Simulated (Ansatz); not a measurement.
## B20 (FeSi-type) MnSi

Level of theory: RPBE in Ansatz (plane waves, PAW).

Numerical settings: plane-wave cutoff 520 eV, 12×12×12 k mesh, Fermi–Dirac smearing 0.05 eV, spin-polarised with parallel moments, scalar-relativistic PAW data made under PBE.

Cell (measured lattice):

```
MnSi
1.0
    4.55980     0.00000     0.00000
    0.00000     4.55980     0.00000
    0.00000     0.00000     4.55980
Mn Si
4 4
Direct
  0.86481   0.63519   0.36481
  0.36481   0.86481   0.63519
  0.13519   0.13519   0.13519
  0.63519   0.36481   0.86481
  0.15541   0.34459   0.65541
  0.65541   0.15541   0.34459
  0.84459   0.84459   0.84459
  0.34459   0.65541   0.15541
```
Starting moments (μB, in the order of the record's atoms Mn Mn Mn Mn Si Si Si Si): 1.2 1.2 1.2 1.2 0.0 0.0 0.0 0.0.

| Property | Result |
|---|---|
| band gap | none |
| magnetic moment (largest site, within a sphere) | 1.02 μB |

Note: the collinear magnetic order is the start's and need not be the measured one; cell and atoms aren't relaxed at this level (largest force component 0.05 eV/Å, pressure -1.6 GPa).

Moments are spin moments.

The computed numbers hold no vibrational or temperature effects.

Ansatz is a first-principles code.
